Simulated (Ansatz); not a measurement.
As (model structure, from the lonsdaleite type, P6₃/mmc, No. 194): properties by level of theory

```json
[
 {"level (code)": "LDA (Ansatz)", "equilibrium lattice constant a (Å)": "4.514", "c axis length (Å)": "5.598", "cohesive energy (eV/atom)": "3.78"},
 {"level (code)": "PBE (Ansatz)", "equilibrium lattice constant a (Å)": "4.615", "c axis length (Å)": "5.843", "cohesive energy (eV/atom)": "2.81"},
 {"level (code)": "PBEsol (Ansatz)", "equilibrium lattice constant a (Å)": "4.548", "c axis length (Å)": "5.655", "cohesive energy (eV/atom)": "3.21"},
 {"level (code)": "PBE-D3(BJ) (Ansatz)", "equilibrium lattice constant a (Å)": "4.552", "c axis length (Å)": "5.691", "cohesive energy (eV/atom)": "3.14"},
 {"level (code)": "r²SCAN (Ansatz)", "equilibrium lattice constant a (Å)": "4.584", "c axis length (Å)": "5.752", "cohesive energy (eV/atom)": "2.64"},
 {"level (code)": "r²SCAN+rVV10 (Ansatz)", "equilibrium lattice constant a (Å)": "4.564", "c axis length (Å)": "5.704", "cohesive energy (eV/atom)": "2.83"}
]
```

Ansatz's density-functional and Hartree–Fock values are scalar-relativistic unless marked +SOC, with PAW data made under PBE.

A model structure was made by putting elements into a prototype or built by hand; it is no filed structure, need not be a known phase, and can be a saddle point held by its symmetry.

Ansatz is a quantum-chemistry and plane-wave program.
